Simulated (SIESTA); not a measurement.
Input and output of a self-consistent single point for the (001) slab of Al (cut from a parent of space group no. 225; 4 atoms in the cell) (SIESTA).

Level of theory: GGA PBEsol, numerical atomic orbitals DZP, PseudoDojo PBEsol standard norm-conserving potentials (rewritten from UPF to PSML) in SIESTA 5.4.2.

The change in words: vacuum of 6 angstrom (first run: 14 Å); Slab.DipoleCorrection: default → vacuum. Reference geometry:
```
CELL_PARAMETERS angstrom
      2.87237     0.00000     0.00000
     -2.87237     2.87237     0.00000
      0.00000     0.00000    20.09331
ATOMIC_POSITIONS crystal
  Al 0.00000 0.00000 0.44946
  Al 0.00000 0.50000 0.34837
  Al 0.00000 0.00000 0.65163
  Al 0.00000 0.50000 0.55054
```

Reference input (self-consistent single point, DFT, GGA PBEsol, numerical atomic orbitals DZP, PseudoDojo PBEsol standard norm-conserving potentials (rewritten from UPF to PSML)): XC.functional = GGA; XC.authors = PBEsol; potentials = PseudoDojo PBEsol standard; PAO.BasisSize = DZP; PAO.EnergyShift = 0.01 Ry; MeshCutoff = 350 Ry; kgrid.MonkhorstPack = 15 15 1; OccupationFunction = MP; OccupationMPOrder = 0; ElectronicTemperature = 100 meV; MaxSCFIterations = 150; SCF.Mixer.Method = Pulay. This run's input differs from it in these lines:

```diff
@@ -13,3 +13,3 @@
     -5.428000187    5.428000187    0.000000000
-     0.000000000    0.000000000   37.970852837
+     0.000000000    0.000000000   22.853017384
 %endblock LatticeVectors
@@ -17,6 +17,6 @@
 %block AtomicCoordinatesAndAtomicSpecies
-     0.000000000    0.000000000   17.066303575  1
-    -2.714000094    2.714000094   13.228095857  1
-     0.000000000    0.000000000   24.742756980  1
-    -2.714000094    2.714000094   20.904549263  1
+     0.000000000    0.000000000    9.507380851  1
+    -2.714000094    2.714000094    5.669170875  1
+     0.000000000    0.000000000   17.183846509  1
+    -2.714000094    2.714000094   13.345636533  1
 %endblock AtomicCoordinatesAndAtomicSpecies
@@ -36,2 +36,3 @@
 ElectronicTemperature        100.0 meV
+Slab.DipoleCorrection        vacuum
```

Output (repeated stretches shortened):

```
        iscf     Eharris(eV)        E_KS(eV)     FreeEng(eV)     dDmax    Ef(eV) dHmax(eV)
   scf:    1     -242.620145     -250.778854     -250.790116  1.558173 -4.480099  2.081832
   scf:    2     -250.156676     -250.842661     -250.847056  0.045541 -4.385475  2.073542
   scf:    3     -251.067399     -251.029372     -251.035718  0.020482 -4.439337  0.224522
   scf:    4     -251.036250     -251.033151     -251.039179  0.010196 -4.459613  0.104456
   scf:    5     -251.036157     -251.035008     -251.040471  0.021074 -4.504907  0.129412
   [... 2 lines left out ...]
   scf:    8     -251.035633     -251.035576     -251.041256  0.000260 -4.511107  0.011858
   scf:    9     -251.035595     -251.035586     -251.041259  0.000051 -4.510928  0.008129
   scf:   10     -251.035613     -251.035600     -251.041262  0.000102 -4.510499  0.000172
   scf:   11     -251.035601     -251.035601     -251.041262  0.000004 -4.510491  0.000022
SCF Convergence by DM+H criterion
max |DM_out - DM_in|         :     0.0000041640
max |H_out - H_in|      (eV) :     0.0000215788
SCF cycle converged after 11 iterations

Using DM_out to compute the final energy and forces

siesta: E_KS(eV) =             -251.0356

siesta: E_KS - E_eggbox =      -251.0356

siesta: Atomic forces (eV/Ang):
     1    0.000000    0.000000    0.159394
     2    0.000000   -0.000000   -0.253552
     3   -0.000000    0.000000    0.253552
     4    0.000000   -0.000000   -0.159394
   Tot    0.000000   -0.000000   -0.000000
   Max    0.253552
   Res    0.122267    sqrt( Sum f_i^2 / 3N )
   Max    0.253552    constrained

Stress tensor Voigt[x,y,z,yz,xz,xy] (kbar):       47.58       47.59       -8.59       -0.00       -0.00        0.00
(Free)E + p*V (eV/cell)     -252.8386
   [... lines left out ...]
siesta: FreeEng =      -251.041262
siesta: Cell volume =         99.776130 Ang**3
siesta:         -28.86082422        -35.39749424  kBar
   [... lines left out ...]
              0.135   0.169   0.140   0.169   0.161
   2  3.130   0.893   0.251   0.222   0.453   0.222   0.258   0.098   0.258
   [... 5 lines left out ...]

mulliken: Qtot =       12.000

Mulliken Atomic Populations:
Atom #   charge [q] valence [e]  Species
     1     0.129604    2.870396  Al
     2    -0.129604    3.129604  Al
     3    -0.129604    3.129604  Al
     4     0.129604    2.870396  Al
 Total     0.000000
```

The run converged in 11 iterations. Against the reference run the free energy goes down by 11.4 meV/atom and the largest force goes from 0.180 to 0.254 eV/Å.

The starting cell has typed, rounded lattice constants, without a prior relaxation at this level. The slab is cut from that crystal, and its faces are unrelaxed. Its lattice was rescaled by up to half a per cent. Values carry the incompleteness of an atom-centred basis.

Cost on one core of a shared machine: roughly 90 s.
